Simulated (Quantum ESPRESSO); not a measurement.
A self-consistent single point of YCo4Si (P-6m2, 6 atoms in the cell) with Quantum ESPRESSO.

Computed with PBEsol, PSlibrary PAW (PBE) pseudopotentials (plane waves; Quantum ESPRESSO).

```
CELL_PARAMETERS angstrom
      5.07588     0.00000     0.00000
     -2.53794     4.39584     0.00000
      0.00000     0.00000     3.71864
ATOMIC_POSITIONS crystal
  Y  0.66667 0.33333 0.00000
  Co 0.33333 0.66667 0.00000
  Co 0.66668 0.83334 0.50000
  Co 0.16666 0.33332 0.50000
  Co 0.16666 0.83334 0.50000
  Si 0.00000 0.00000 0.00000
```
Moments meant for the start (each program seeds them in its own way; μB, in the order of the atoms Y Co Co Co Co Si): 0.0 3.0 3.0 3.0 3.0 0.0.

Reference input (self-consistent single point, DFT, LDA (PZ), plane waves, PSlibrary PAW (LDA) pseudopotentials): ecutwfc = 55 Ry; ecutrho = 385 Ry; occupations = smearing; smearing = fd; degauss = 0.0073499 Ry; nspin = 2; K_POINTS = automatic 5 5 6 0 0 0; conv_thr = 1e-10 Ry; mixing_beta = 0.3. This run's input differs from it in these lines:

```diff
@@ -14,4 +14,4 @@
  ntyp = 3
- ecutwfc = 55
- ecutrho = 385
+ ecutwfc = 50
+ ecutrho = 350
  occupations = 'smearing'
@@ -21,2 +21,3 @@
  starting_magnetization(2) = 0.333
+ input_dft = 'pbesol'
 /
@@ -27,5 +28,5 @@
 ATOMIC_SPECIES
-Y     88.9058  Y.pz-spn-kjpaw_psl.1.0.0.UPF
-Co    58.9332  Co.pz-n-kjpaw_psl.1.0.0.UPF
-Si    28.0850  Si.pz-n-kjpaw_psl.1.0.0.UPF
+Y     88.9058  Y.pbe-spn-kjpaw_psl.1.0.0.UPF
+Co    58.9332  Co.pbe-n-kjpaw_psl.1.0.0.UPF
+Si    28.0850  Si.pbe-n-kjpaw_psl.1.0.0.UPF
 ATOMIC_POSITIONS bohr
```

The program printed (abridged):

```
     Self-consistent Calculation

     iteration #  1     ecut=    50.00 Ry     beta= 0.30

     total energy              =    -962.74707983 Ry
     estimated scf accuracy    <       0.53137294 Ry

     total magnetization       =     5.84 Bohr mag/cell
     absolute magnetization    =     6.13 Bohr mag/cell

     iteration #  2     ecut=    50.00 Ry     beta= 0.30

     total energy              =    -962.86482942 Ry
     estimated scf accuracy    <       0.83293599 Ry

     total magnetization       =     6.49 Bohr mag/cell
     absolute magnetization    =     7.13 Bohr mag/cell

     iteration #  3     ecut=    50.00 Ry     beta= 0.30

   [... lines left out ...]
     estimated scf accuracy    <          6.7E-10 Ry

     total magnetization       =     3.74 Bohr mag/cell
     absolute magnetization    =     4.65 Bohr mag/cell

     iteration # 25     ecut=    50.00 Ry     beta= 0.30

     Magnetic moment per site  (integrated on atomic sphere of radius R)
     atom   1 (R=0.238)  charge=  8.6887  magn= -0.1228
     atom   2 (R=0.192)  charge=  7.3653  magn=  1.4587
     atom   3 (R=0.192)  charge=  7.3866  magn=  0.9018
     atom   4 (R=0.192)  charge=  7.3866  magn=  0.9018
     atom   5 (R=0.192)  charge=  7.3866  magn=  0.9018
     atom   6 (R=0.192)  charge=  1.8896  magn= -0.0203
     End of self-consistent calculation

     the Fermi energy is    12.6906 ev

!    total energy              =    -963.00269781 Ry
     estimated scf accuracy    <          6.7E-11 Ry
     smearing contrib. (-TS)   =      -0.01651998 Ry
     internal energy E=F+TS    =    -962.98617783 Ry

     total magnetization       =     3.74 Bohr mag/cell
     absolute magnetization    =     4.65 Bohr mag/cell

     convergence has been achieved in  25 iterations

     Forces acting on atoms (cartesian axes, Ry/au):

     atom    1 type  1   force =     0.00000000    0.00000000    0.00000000
     atom    2 type  2   force =    -0.00000000   -0.00000000    0.00000000
     atom    3 type  2   force =    -0.00186383   -0.00107609    0.00000000
     atom    4 type  2   force =     0.00000000    0.00215217    0.00000000
   [... lines left out ...]

     Total force =     0.003728     Total SCF correction =     0.000006

          total   stress  (Ry/bohr**3)                   (kbar)     P=      -81.87
  -0.00056850  -0.00000000  -0.00000000          -83.63       -0.00       -0.00
  -0.00000000  -0.00056850  -0.00000000           -0.00      -83.63       -0.00
   0.00000000   0.00000000  -0.00053256            0.00        0.00      -78.34

   JOB DONE.
```

The run converged in 25 iterations. Against the reference run the pressure goes from -13.28 to -8.19 GPa, the largest force goes from 0.104 to 0.055 eV/Å and the size of the net moment goes from 0.56 to 0.62 μB/atom.

The starting cell comes from a database of computed structures (which also holds hypothetical and non-ambient phases and stackings), without a prior relaxation at this level. The magnetic order is the one reached from the typed start; others were not searched systematically. With a pressure of about -8 GPa the cell is away from its equilibrium volume at this level.

Cost on one core of a shared machine: roughly 6 min.
